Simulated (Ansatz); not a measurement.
The starting structures come from a database of crystals and need not be the phases stable at ambient conditions.

 Where the default PAW files enter, the runs use the earlier of Ansatz's two default sets.

Here is the system:

```xyz
16
Lattice="6.3489 0.0000 0.0000 0.0000 8.9787 0.0000 3.1744 4.4893 3.1744" Properties=species:S:1:pos:R:3 pbc="T T T"
Al     1.5872     1.1223     0.0000
Al     3.1744     3.3670     1.5872
Al     4.7617     1.1223     0.0000
Al     6.3489     7.8564     1.5872
H      0.0000     1.7500     0.0000
H      3.1744     3.9947     0.0000
H      0.0000     7.2287     0.0000
H      3.1744     0.4946     0.0000
H      1.9370     4.4893     1.9370
H      5.1114     6.7340     1.9370
H      1.2375     8.9787     1.2375
H      4.4119     2.2447     1.2375
H      4.4119     4.4893     1.9370
H      7.5864     6.7340     1.9370
H      5.1114     8.9787     1.2375
H      1.9370     2.2447     1.2375
```

Space group of this cell: Fd-3m. The cell is taken as given.

Transport runs along the normal of the first two printed cell vectors, the (110) plane of the conventional cell.

The gap is the functional's own. No spin-orbit coupling. Mid-gap values are interpolated on the energy grid.

**Question.** Compute, with r2SCAN (Ansatz, a first-principles code), the band gap and the smallest decay constant κ at mid-gap.

**Answer.** Gap 3.86 eV on a 10×10×10 mesh; κ = 0.349 1/Å, at (0.333, 0.000) of the in-plane reciprocal vectors. At the zone centre, at the nearest computed energy, the slowest state has κ = 0.37 1/Å.
